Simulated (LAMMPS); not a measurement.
Simulation of a melt made from Ni (fcc) with 50 % of Ni sites Pt, 4000 atoms, at 1790 K and 0 GPa, brought to that temperature within a few picoseconds.

Computed with classical MD, pair style eam, the elements' _u3.eam files (universal-3 set of Foiles, Baskes and Daw); code LAMMPS.

```
r (Å)  g(r), Ni-Pt  g(r), Pt-Pt  g(r), Ni-Ni
-----  -----------  -----------  -----------
1.900        0.000        0.000        0.000
1.940        0.000        0.000        0.001
1.980        0.003        0.001        0.004
2.020        0.013        0.007        0.027
2.060        0.047        0.006        0.088
2.100        0.124        0.017        0.181
2.140        0.295        0.050        0.381
2.180        0.509        0.085        0.659
2.220        0.888        0.137         1.09
2.260         1.30        0.220         1.47
2.300         1.73        0.364         1.83
2.340         2.21        0.497         2.11
2.380         2.52        0.747         2.38
2.420         2.85        0.882         2.44
2.460         2.98         1.14         2.48
2.500         3.11         1.40         2.38
2.540         3.02         1.61         2.23
2.580         2.91         1.82         2.17
2.620         2.82         1.97         1.95
2.660         2.57         2.12         1.79
2.700         2.31         2.16         1.64
2.740         2.13         2.13         1.45
2.780         1.92         2.10         1.33
2.820         1.71         2.05         1.21
2.860         1.59         1.94         1.08
2.900         1.45         1.78        0.956
2.940         1.28         1.73        0.925
2.980         1.16         1.63        0.863
3.020         1.04         1.53        0.766
3.060        0.955         1.41        0.721
3.100        0.890         1.29        0.694
3.140        0.816         1.23        0.694
3.180        0.769         1.10        0.631
3.220        0.692         1.06        0.596
3.260        0.687        0.972        0.577
3.300        0.636        0.903        0.570
3.340        0.608        0.870        0.569
3.380        0.600        0.805        0.562
3.420        0.556        0.746        0.543
3.460        0.561        0.739        0.561
3.500        0.536        0.712        0.550
3.540        0.530        0.679        0.585
3.580        0.557        0.627        0.573
3.620        0.546        0.655        0.621
3.660        0.547        0.638        0.646
3.700        0.552        0.632        0.646
3.740        0.556        0.635        0.691
3.780        0.579        0.633        0.678
3.820        0.607        0.622        0.726
3.860        0.620        0.628        0.744
3.900        0.652        0.634        0.804
3.940        0.671        0.663        0.830
3.980        0.716        0.706        0.848
4.020        0.740        0.700        0.892
4.060        0.777        0.757        0.926
4.100        0.801        0.761        0.976
4.140        0.853        0.819         1.01
4.180        0.905        0.858         1.05
4.220        0.923        0.874         1.13
4.260        0.980        0.907         1.16
4.300         1.00        0.956         1.17
4.340         1.01        0.994         1.17
4.380         1.07         1.05         1.20
4.420         1.09         1.05         1.24
4.460         1.14         1.09         1.29
4.500         1.15         1.14         1.26
4.540         1.18         1.14         1.27
4.580         1.21         1.16         1.28
4.620         1.24         1.21         1.27
4.660         1.23         1.21         1.29
4.700         1.24         1.24         1.29
4.740         1.25         1.21         1.32
4.780         1.23         1.26         1.30
4.820         1.26         1.25         1.26
4.860         1.26         1.24         1.26
4.900         1.24         1.25         1.25
4.940         1.23         1.23         1.19
4.980         1.23         1.22         1.19
5.020         1.20         1.18         1.15
5.060         1.17         1.19         1.13
5.100         1.17         1.18         1.09
5.140         1.14         1.16         1.06
5.180         1.11         1.15         1.05
5.220         1.09         1.13         1.01
5.260         1.07         1.07        0.992
5.300         1.04         1.08        0.947
5.340         1.00         1.04        0.952
5.380        0.996         1.03        0.915
5.420        0.987         1.02        0.882
5.460        0.947        0.992        0.894
5.500        0.928        0.985        0.856
5.540        0.915        0.954        0.844
5.580        0.892        0.937        0.831
5.620        0.880        0.907        0.829
5.660        0.875        0.902        0.824
5.700        0.861        0.886        0.818
5.740        0.863        0.899        0.824
5.780        0.851        0.877        0.828
5.820        0.834        0.885        0.823
5.860        0.849        0.863        0.822
5.900        0.847        0.867        0.829
5.940        0.853        0.840        0.842
5.980        0.852        0.852        0.860
```

Read from the full data:
- state found: liquid
- first peak of g(r), Ni-Pt: 2.51 Å, height 3.1
- coordination number of Ni by Pt: 7.10 (counted to 3.62 Å)
- coordination number of Pt by Ni: 7.10 (counted to 3.62 Å)
- first peak of g(r), Pt-Pt: 2.72 Å, height 2.2

Caution: a run this short can hold a crystal over, or a liquid under, the potential's own melting point, which these runs don't give.
